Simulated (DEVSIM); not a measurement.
Structure: Al/SiO2/n-Si capacitor, at 300 K.

```csv
layer (left to right),material,thickness (nm),Nd (cm⁻³)
1,SiO2,30.0,-
2,Si,570,1e18
```

Metal gate on the left, work function 4.1 eV. Fixed charge at the semiconductor interface 0 cm⁻² (in units of +e); no interface traps.

This is a model device: material constants are rounded textbook-type values typed into the input, and sizes, dopings and lifetimes were drawn at random. Values at 300 K.

| parameter | SiO2 | Si |
|---|---|---|
| gap (eV) | 9 | 1.124 |
| affinity (eV) | 0.9 | 4.05 |
| permittivity | 3.9 | 11.7 |
| Nc (cm⁻³) | - | 2.86e19 |
| Nv (cm⁻³) | - | 3.1e19 |

DEVSIM, 1D Poisson equation in equilibrium, Boltzmann statistics, complete ionisation; no quantum confinement or tunnelling. Metal contacts follow the ideal Schottky-Mott rule: no Fermi-level pinning, no interface dipoles.

Problem. Tabulate band edges, carrier densities and field at -3.0 V on the gate.

Solution. Energies count from the Fermi level of the right contact; mesh points crowd at the junctions.

```json
[
 {"x (μm)": "0.000", "Ec (eV)": "6.200", "Ev (eV)": "-2.800", "n (cm⁻³)": "< 1e2", "p (cm⁻³)": "< 1e2", "field (V/cm)": "-890000"},
 {"x (μm)": "0.001169", "Ec (eV)": "6.096", "Ev (eV)": "-2.904", "n (cm⁻³)": "< 1e2", "p (cm⁻³)": "< 1e2", "field (V/cm)": "-890000"},
 {"x (μm)": "0.003569", "Ec (eV)": "5.884", "Ev (eV)": "-3.116", "n (cm⁻³)": "< 1e2", "p (cm⁻³)": "< 1e2", "field (V/cm)": "-890000"},
 {"x (μm)": "0.008045", "Ec (eV)": "5.487", "Ev (eV)": "-3.513", "n (cm⁻³)": "< 1e2", "p (cm⁻³)": "< 1e2", "field (V/cm)": "-890000"},
 {"x (μm)": "0.01973", "Ec (eV)": "4.453", "Ev (eV)": "-4.547", "n (cm⁻³)": "< 1e2", "p (cm⁻³)": "< 1e2", "field (V/cm)": "-890000"},
 {"x (μm)": "0.02527", "Ec (eV)": "3.961", "Ev (eV)": "-5.039", "n (cm⁻³)": "< 1e2", "p (cm⁻³)": "< 1e2", "field (V/cm)": "-890000"},
 {"x (μm)": "0.02815", "Ec (eV)": "3.706", "Ev (eV)": "-5.294", "n (cm⁻³)": "< 1e2", "p (cm⁻³)": "< 1e2", "field (V/cm)": "-890000"},
 {"x (μm)": "0.03000", "Ec (eV)": "0.394", "Ev (eV)": "-0.730", "n (cm⁻³)": "6.9e12", "p (cm⁻³)": "1.7e7", "field (V/cm)": "-450000"},
 {"x (μm)": "0.03120", "Ec (eV)": "0.359", "Ev (eV)": "-0.765", "n (cm⁻³)": "2.6e13", "p (cm⁻³)": "4400000", "field (V/cm)": "-280000"},
 {"x (μm)": "0.03381", "Ec (eV)": "0.293", "Ev (eV)": "-0.831", "n (cm⁻³)": "3.5e14", "p (cm⁻³)": "340000", "field (V/cm)": "-240000"},
 {"x (μm)": "0.03894", "Ec (eV)": "0.192", "Ev (eV)": "-0.932", "n (cm⁻³)": "1.7e16", "p (cm⁻³)": "6800", "field (V/cm)": "-160000"},
 {"x (μm)": "0.05574", "Ec (eV)": "0.090", "Ev (eV)": "-1.034", "n (cm⁻³)": "8.8e17", "p (cm⁻³)": "130", "field (V/cm)": "-7900"},
 {"x (μm)": "0.08351", "Ec (eV)": "0.087", "Ev (eV)": "-1.037", "n (cm⁻³)": "1.0e18", "p (cm⁻³)": "120", "field (V/cm)": "≈ 0"},
 {"x (μm)": "0.1399", "Ec (eV)": "0.087", "Ev (eV)": "-1.037", "n (cm⁻³)": "1.0e18", "p (cm⁻³)": "120", "field (V/cm)": "≈ 0"},
 {"x (μm)": "0.3150", "Ec (eV)": "0.087", "Ev (eV)": "-1.037", "n (cm⁻³)": "1.0e18", "p (cm⁻³)": "120", "field (V/cm)": "≈ 0"},
 {"x (μm)": "0.4603", "Ec (eV)": "0.087", "Ev (eV)": "-1.037", "n (cm⁻³)": "1.0e18", "p (cm⁻³)": "120", "field (V/cm)": "≈ 0"},
 {"x (μm)": "0.5342", "Ec (eV)": "0.087", "Ev (eV)": "-1.037", "n (cm⁻³)": "1.0e18", "p (cm⁻³)": "120", "field (V/cm)": "≈ 0"},
 {"x (μm)": "0.5682", "Ec (eV)": "0.087", "Ev (eV)": "-1.037", "n (cm⁻³)": "1.0e18", "p (cm⁻³)": "120", "field (V/cm)": "≈ 0"},
 {"x (μm)": "0.5888", "Ec (eV)": "0.087", "Ev (eV)": "-1.037", "n (cm⁻³)": "1.0e18", "p (cm⁻³)": "120", "field (V/cm)": "≈ 0"},
 {"x (μm)": "0.5951", "Ec (eV)": "0.087", "Ev (eV)": "-1.037", "n (cm⁻³)": "1.0e18", "p (cm⁻³)": "120", "field (V/cm)": "≈ 0"},
 {"x (μm)": "0.5982", "Ec (eV)": "0.087", "Ev (eV)": "-1.037", "n (cm⁻³)": "1.0e18", "p (cm⁻³)": "120", "field (V/cm)": "≈ 0"},
 {"x (μm)": "0.6000", "Ec (eV)": "0.087", "Ev (eV)": "-1.037", "n (cm⁻³)": "1.0e18", "p (cm⁻³)": "120", "field (V/cm)": "≈ 0"}
]
```
